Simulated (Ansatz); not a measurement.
Consider ZnS in the zinc blende structure (space group F-43m, No. 216; a = 5.390 Å). Axes: x, y, z lie along the cube axes.

The values are results of r2SCAN (Ansatz, a quantum-chemistry and plane-wave program), no spin-orbit coupling, earlier PAW set, not measurements.

Base values:

```
Item                    Value
-------------  --------------
Gap character     direct at Γ
Electron mass  0.19 mₑ (at Γ)
```

It is then changed as follows: the cell is compressed by 0.35 % along x with no lateral relaxation, atoms relaxed at fixed cell.

Problem. What happens to the gap character, stress and electron mass?

Solution. The gap character remains direct at Γ; the stress (xx, yy, zz, yz, xz, xy; compression positive) is (0.37, 0.22, 0.22, 0.00, 0.00, 0.00) GPa; the electron mass remains 0.19 mₑ (at Γ).

The cells carry an imposed strain or load. Effective masses come from finite differences of ±0.01 Å⁻¹. Whether these cells are dynamically stable was not tested. Labels are those of the standard path for the cell's own space group.
